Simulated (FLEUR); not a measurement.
A user runs FLEUR on TmPPt (P-6m2, 3 atoms in the cell) and asks whether the run is sound. The aim is a self-consistent single point with DFT, PBEsol, all-electron FLAPW (FLEUR), scalar-relativistic valence.

Cell that was meant: a = 4.0909 Å, b = 4.0909 Å, c = 3.8151 Å, α = 90.00°, β = 90.00°, γ = 120.00°.

Part of the input:

```xml
      <ldaU l_linMix="F" mixParam="0.05" spinf="1.0"/>
   </calculationSetup>
   <cell>
      <bzIntegration valenceElectrons="52.0" mode="gauss" fermiSmearingEnergy="0.1">
         <kPointListSelection listName="default-1"/>
         <!-- k-points included here -->
         <xi:include xmlns:xi="http://www.w3.org/2001/XInclude" href="kpts.xml"> </xi:include>
```

Log, with long lists cut:

```
      Welcome to FLEUR        (www.flapw.de)
      MaX-Release 8.1          (www.max-centre.eu)

 ========== k-point set info ==========
 Selected k-point list: default-1
 k-point list type: mesh
 4 x 4 x 4
 Number of k points: 12

 ------------Calculation Setup---------------------------
           1           2           3           4           6          12
 Number of basis functions:          704
 Iteration:     1   Distance:     119.16247551 me/bohr^3
 Iteration:     2   Distance:      23.66798232 me/bohr^3
 Iteration:     3   Distance:      12.72386353 me/bohr^3
 Iteration:     4   Distance:       9.58926881 me/bohr^3
 Iteration:     5   Distance:       9.56356190 me/bohr^3
   [... 18 lines left out ...]
 Iteration:    24   Distance:       0.00011688 me/bohr^3
 Iteration:    25   Distance:       0.00002610 me/bohr^3
 Iteration:    26   Distance:       0.00001048 me/bohr^3
 Iteration:    27   Distance:       0.00000837 me/bohr^3
 Run finished successfully
 Stop message:
   Structural relaxation: Done

[file out, last iteration]
             iter=     28
[...]
          total density-effective poten   -5.6294113323E+04
          total charge density-energy d   -6.5734123911E+02
 Updated energy parameters for spin:           1
 Updated energy parameters for spin:           2
[...]
 fermi energy and band-weighting factors:

[...]
FERMIE:
          first approx. to ef    (T=0)  :   0.409347 htr   (energy of the highest occ. eigenvalue)
          number of occ. states  (T=0)  :        621
          first approx. to seigv (T=0)  : -35.234791 htr
          sum of weights of occ. states :  52.062500
          sum of semicore charge        :   0.000000 e
   [... lines left out ...]
          total moment                 =     0.00000
 Direct bandgap for spin            1 :    1.5109466352377365E-002  Htr
 Direct bandgap for spin            2 :    1.5109466207027522E-002  Htr
 ---->    free energy=                    -32360.9926074791 htr
   [... lines left out ...]
 TOTAL FORCE FOR ATOM TYPE=  1  X=  0.000   Y=  0.000   Z=  0.000
                       FX_TOT= 0.000000 FY_TOT= 0.000000 FZ_TOT= 0.000000
 TOTAL FORCE FOR ATOM TYPE=  2  X= -3.865   Y=  2.232   Z=  3.605
                       FX_TOT= 0.000000 FY_TOT= 0.000000 FZ_TOT= 0.000000
 TOTAL FORCE FOR ATOM TYPE=  3  X=  3.865   Y= -2.232   Z=  3.605
                       FX_TOT= 0.000000 FY_TOT= 0.000000 FZ_TOT= 0.000000
```

FLEUR gives forces in its relaxation mode, with a further iteration, so its stop message speaks of a relaxation.

Task: Can these results be used? Check the input.

Result: The run is not sound. The fault is an energy in the wrong unit. A bare number is read in the key's own unit, and eV, Ry (13.6 eV) and Ha (27.2 eV) lie far apart, so the setting ends up far from the one that was meant. To fix it, convert the value to the unit that the key expects. The run converged in 27 iterations without an error; against the sound input the total energy rises by 1.24 eV/atom and the size of the net moment goes from 0.49 to 0.00 μB/atom.

An input that runs soundly differs in these lines (not the only fix; some lines may just follow from the change or write a value another way):
```diff
-      <bzIntegration valenceElectrons="52.0" mode="gauss" fermiSmearingEnergy="0.1">
+      <bzIntegration valenceElectrons="52.0" mode="gauss" fermiSmearingEnergy="0.00367493">
```

With that input, the run converged in 43 iterations: total energy -880591.1871 eV; Fermi level (on the code's own zero) 11.85 eV; size of the cell's spin moment 1.47 μB; site moments (μB, in the program's spheres or projections) Tm 1.40, P 0.01, Pt 0.04 (DFT, PBEsol, all-electron FLAPW (FLEUR), scalar-relativistic valence).

On the sound input: the starting cell comes from a database of computed structures (which also holds hypothetical and non-ambient phases and stackings), without a prior relaxation at this level. Its lattice was rescaled by a random factor within 2.5 % of one. Spin-orbit coupling is off. With one magnetic atom in the cell only a parallel order is possible. With U or open f shells several self-consistent states can exist. The f electrons are in the valence without U or exact exchange, which can misplace them near the Fermi level. Spin-orbit terms, which matter for f shells, are left out. Values depend on the basis (sphere radii, cutoffs, local orbitals), which need not be converged. The log's line on a gap gives a spacing of levels on this mesh, which the program prints for metals too.
